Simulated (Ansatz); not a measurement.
**A computed series for PbSe: response to strain**

Base system: PbSe in the rock salt structure (space group Fm-3m, No. 225).

```yaml
crystal:
  lattice:
    - [0.00000, 3.02042, 3.02042]
    - [3.02042, 0.00000, 3.02042]
    - [3.02042, 3.02042, 0.00000]
  atoms:
    - { symbol: Pb, position: [0.00000, 0.00000, 0.00000] }
    - { symbol: Se, position: [0.50000, 0.50000, 0.50000] }
```

Strains are applied to the cell and any free atomic positions relax.

Computed with LDA (Ansatz, an electronic-structure program), without spin-orbit coupling.

```
isotropic strain (%)  pressure (GPa)
--------------------  --------------
-0.5                             0.9
0                                0.0
0.5                                ?
1                               -1.6
1.5                             -2.3
2                               -3.0
2.5                             -3.7
3                               -4.2
```

Q: Fit P = P₀ − Bδ + Cδ² with δ = (1 + ε)³ − 1 to the rows shown and predict the withheld row.

A: Least squares on the printed values gives P₀ = 0.0 GPa, B = 56.8 GPa, C = 119 GPa (largest residual 0.1 GPa); this predicts -0.8 GPa, and the run gives -0.8 GPa, in agreement.

No phonon test of stability was made. All final runs are without spin polarisation.
